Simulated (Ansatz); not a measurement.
Ansatz (an electronic-structure program) run on ZnPt3 (P4mm, 4 atoms in the cell): self-consistent single point.

Level of theory: PBEsol, harder PAW files (source: ansatz) made with PBE (plane waves; Ansatz).

```
CELL_PARAMETERS angstrom
      3.91025     0.00000     0.00000
      0.00000     3.91025     0.00000
      0.00000     0.00000     3.91025
ATOMIC_POSITIONS crystal
  Zn 0.00000 0.00000 0.01279
  Pt 0.50000 0.50000 0.00000
  Pt 0.00000 0.50000 0.50000
  Pt 0.50000 0.00000 0.50000
```

Reference input (self-consistent single point, DFT, PBEsol, plane waves, default PAW files made with PBE): basis.ecutwfc = 30.9 Ry; kpoints.mp_grid.grid = 7 7 7; hamiltonian.xc = pbesol; hamiltonian.pseudopotentials = {kind: paw} (the program's default PAW files); scf.occupations.method = gaussian; scf.occupations.width = 0.0073 Ry. This run's input differs from it in these lines:

Ansatz 0.2 input:
```diff
@@ -12,3 +12,3 @@
 basis:
-  ecutwfc: 30.9 Ry
+  ecutwfc: 26.8 Ry
 kpoints:
@@ -17,3 +17,3 @@
   xc: pbesol
-  pseudopotentials: { kind: paw }
+  pseudopotentials: { kind: paw, source: ansatz }
 scf:
```

The program printed (abridged):

```
SCF iter   1: F=—  HF=-44680.790663 eV  |F-HF|=—  |Δ(HF+E_count)|=         —  Δρ=1.56e-1  dr2=1.79e1  ethr=3.10e-3  ⟨swp⟩=5.1  Hψ=5555  notcnv=0  defer=12
all-band conjugate gradients solve this SCF's bands
preconditioner: auto → Kerker (q_TF=auto, 2.827 Å⁻¹)
SCF iter   2: F=—  HF=-44677.380315 eV  |F-HF|=—  |Δ(HF+E_count)|=    3.41e0  Δρ=7.68e-2  dr2=4.96e0  ethr=3.10e-3  ⟨swp⟩=2.5  Hψ=3194  notcnv=0  defer=123
   [... lines left out ...]
SCF iter   6: F=—  HF=-44675.944401 eV  |F-HF|=—  |Δ(HF+E_count)|=   1.08e-3  Δρ=6.14e-4  dr2=2.13e-4  ethr=5.24e-6  ⟨swp⟩=2.0  Hψ=2395  notcnv=0  defer=108
SCF iter   7: F=—  HF=-44675.944341 eV  |F-HF|=—  |Δ(HF+E_count)|=   5.95e-5  Δρ=1.28e-4  dr2=6.89e-6  ethr=2.88e-7  ⟨swp⟩=2.0  Hψ=2508  notcnv=0  defer=108
SCF iter   8: F=—  HF=-44675.944342 eV  |F-HF|=—  |Δ(HF+E_count)|=   1.45e-6  Δρ=2.06e-5  dr2=2.38e-7  ethr=9.31e-9  ⟨swp⟩=2.1  Hψ=2541  notcnv=0  defer=108
SCF iter   9: F=-44675.944342 eV  HF=-44675.944342 eV  |F-HF|=7.68e-9  |Δ(HF+E_count)|=   2.61e-8  Δρ=5.07e-6  dr2=1.35e-8  ethr=1.35e-10  ⟨swp⟩=9.8  Hψ=7023  notcnv=0
SCF 1 converged in 9 iterations: F = -44675.944342 eV  dr2 = 1.35e-8
Free energy (F): -44675.944342 eV
Internal energy: -44675.922500 eV  (E = F + TS)
E sigma→0 (E₀):  -44675.933421 eV
Entropy (-TS):   -0.021843 eV (-5.461 meV/atom)
Fermi energy:    20.769694 eV
--- Forces (eV/Å), atoms counted from 1 ---
  atom   1  Zn    -0.00000000     0.00000000    -0.18103798
  atom   2  Pt     0.00000000     0.00000000    -0.05901303
  atom   3  Pt     0.00000000     0.00000000     0.12002098
  atom   4  Pt    -0.00000000     0.00000000     0.12002098
--- Stress (GPa, compression-positive) ---
       -6.774377       0.000000       0.000000
        0.000000      -6.774377       0.000000
        0.000000       0.000000      -6.715848
  P = ⅓ Tr σ = -6.7549 GPa (-67.549 kbar)
  The stress holds the Pulay correction. Without it, at fixed plane waves, as pw.x and ABINIT print it: P = -123.6587 GPa
```

The run converged in 9 iterations. Against the reference run the pressure goes from -6.10 to -6.75 GPa and the largest force goes from 0.219 to 0.181 eV/Å.

The starting cell comes from a database of computed structures (which also holds hypothetical and non-ambient phases and stackings), without a prior relaxation at this level. Its lattice was rescaled by up to half a per cent. One atom was moved a little off its site on purpose. Spin polarisation is off. Ansatz's pressure includes its estimate of the finite-basis (Pulay) stress. Without the estimate this run gives -123.66 GPa. The cutoff lies below the one recommended for these files.
